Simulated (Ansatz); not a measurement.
What Al → B does to TiAl

The parent structure is TiAl (space group P4/mmm, No. 123; a = 2.813 Å, c = 4.059 Å).

The change: every Al is replaced by B, then cell and atoms are relaxed.

Method: Ansatz (an electronic-structure program) r2SCAN, no spin-orbit coupling, earlier PAW set. k-mesh 18×18×14 (Γ-centred); smearing 0.05 eV (Fermi–Dirac), for the changed cell.

```csv
quantity,base,changed,shift
density,3.87 g/cm³,4.60 g/cm³,+0.73 g/cm³
lattice parameter a,2.813 Å,2.561 Å,-0.252 Å
c/a ratio,1.443,1.261,-0.182
space group,P4/mmm (No. 123),P4/mmm (No. 123),–
band gap,zero,zero,–
```

No phonon test of stability was made. As relaxed here, TiB is a hypothetical phase, not in the database extracts checked. The final runs are not spin-polarised. An odd electron count without spin: TiB and TiAl.
